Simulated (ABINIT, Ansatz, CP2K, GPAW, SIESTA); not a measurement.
# Code comparison for CsPbCl3 (Pm-3m, 5 atoms in the cell)

Band-structure calculation.

```xyz
5
Lattice="5.5844 0.0000 0.0000 0.0000 5.5844 0.0000 0.0000 0.0000 5.5844" Properties=species:S:1:pos:R:3 pbc="T T T"
Cs     0.0000     0.0000     0.0000
Pb     2.7922     2.7922     2.7922
Cl     0.0000     2.7922     2.7922
Cl     2.7922     0.0000     2.7922
Cl     2.7922     2.7922     0.0000
```

Shared settings, as Ansatz (a program for electronic structure) writes them: kpoints.mp_grid.grid = 3 3 3; scf.occupations.method = fixed. Potentials and cutoffs stand in the table.

```tsv
code	model	gap along the path (eV)	smallest direct gap (eV)	cutoff
ABINIT	PBE, norm-conserving pseudopotentials (PseudoDojo nc-sr-05 PBE standard)	1.90	1.90	62 Ry
SIESTA	GGA PBE, numerical atomic orbitals DZP, PseudoDojo PBE standard norm-conserving potentials (rewritten from UPF to PSML)	1.90	1.90	grid 350 Ry
Ansatz	PBE, PAW files	1.90	1.90	default
CP2K	PBE, GPW, DZVP-MOLOPT-SR-GTH basis, GTH-PBE potentials (GTH_POTENTIALS)	1.80	1.80	grid 500 Ry
GPAW	PBE, GPAW PAW datasets PBE (gpaw-data 1.0.1)	1.83	1.83	600 eV
```

On Ansatz's run: spin-orbit coupling is off.

The spread over the programs that give each value: gap along the path within 0.10 eV; smallest direct gap within 0.10 eV.

SIESTA and CP2K use small atom-centred bases, whose incompleteness enters pressures, forces and empty levels differently from a plane-wave cutoff.

The starting cell comes from a database of computed structures (which also holds hypothetical and non-ambient phases and stackings), without a prior relaxation at this level. Its lattice was rescaled by a random factor within 2.5 % of one.

Left out of this page: Quantum ESPRESSO, Elk and FLEUR (not drawn, or without a comparable value).

Keys are those of Ansatz 0.2.
